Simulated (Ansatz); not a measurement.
A computed series for YAl3: pressure series

Consider YAl$_{3}$ (space group R-3m, No. 166; a = 6.123 Å, c = 21.050 Å (hexagonal axes); a cell from a computed database, its experimental status unchecked).

Cell and atoms are relaxed at each pressure.

Computed with PBEsol (Ansatz, a quantum-chemistry and plane-wave program), no spin-orbit coupling.

Notes on the quantities. enthalpy: H = E + PV relative to the base's energy.

| change | density | c/a ratio | enthalpy |
|---|---|---|---|
| base | 3.71 g/cm³ | 3.438 | – |
| pressure −2 GPa | 3.61 g/cm³ | 3.419 | -0.24 eV/atom |
| pressure −1 GPa | 3.66 g/cm³ | 3.429 | -0.12 eV/atom |
| pressure 0.3 GPa | 3.73 g/cm³ | 3.440 | +0.04 eV/atom |
| pressure 0.7 GPa | 3.75 g/cm³ | 3.444 | +0.08 eV/atom |
| pressure 1.5 GPa | 3.78 g/cm³ | 3.450 | +0.18 eV/atom |
| pressure 3 GPa | 3.85 g/cm³ | 3.461 | +0.35 eV/atom |
| pressure 5 GPa | … | 3.473 | +0.57 eV/atom |
| pressure 7.5 GPa | … | … | +0.85 eV/atom |
| pressure 10 GPa | 4.13 g/cm³ | 3.498 | +1.12 eV/atom |

Question: What belongs in the blanks?

Answer: 
- pressure 5 GPa, density: 3.94 g/cm³
- pressure 7.5 GPa, density: 4.03 g/cm³
- pressure 7.5 GPa, c/a ratio: 3.487

Load acts through the strain it causes; cell and atoms are relaxed under it. Whether these cells are dynamically stable was not tested. No other phases were tried under pressure. The final runs are not spin-polarised.
